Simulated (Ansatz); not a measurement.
Consider CsPbCl₃ in the cubic perovskite structure (space group Pm-3m, No. 221; a = 5.619 Å). Axes: x, y, z lie along the cube axes.

Structures relaxed with Ansatz (a quantum-chemistry and plane-wave program), PBEsol, PAW, cutoff 420 eV, no SOC, earlier PAW set.

Base:

Simulated powder pattern, Cu Kα, λ = 1.54184 Å (kinematic, ideal powder, no thermal factors, no anomalous dispersion; the 8 strongest lines at most, above 2 %, up to 2θ = 90°):

| 2θ (°) | I/Imax (%) | hkl |
|---|---|---|
| 15.77 | 15 | (100) |
| 22.38 | 100 | (110) |
| 31.85 | 47 | (200) |
| 39.28 | 49 | (211) |
| 45.67 | 33 | (220) |
| 51.43 | 23 | (310) |
| 61.78 | 27 | (321) |
| 88.79 | 16 | (510) |

After one change:

Simulated powder pattern, Cu Kα, λ = 1.54184 Å (kinematic, ideal powder, no thermal factors, no anomalous dispersion; the 8 strongest lines at most, above 2 %, up to 2θ = 90°):

| 2θ (°) | I/Imax (%) |
|---|---|
| 15.77 | 23 |
| 22.20 | 25 |
| 22.38 | 100 |
| 22.56 | 25 |
| 31.86 | 70 |
| 39.07 | 25 |
| 39.49 | 24 |
| 45.67 | 33 |

**Question.** What was done to the base?
A. tensor shear ε_xy = +0.78 %
B. uniaxial strain ε_yy = −2.33 %
C. isotropic strain +1.77 %
D. isotropic strain −1.23 %

**Answer.** A, tensor shear ε_xy = +0.78 %. Its volume per atom is 35.48 Å³ against 35.48 Å³, and its space group is Cmmm (No. 65).

No phonon test of stability was made. Many cubic perovskites are stable only at high temperature; tilts and polar distortions were not tested. This is not the structure that CsPbCl3 has at room temperature and ambient pressure.
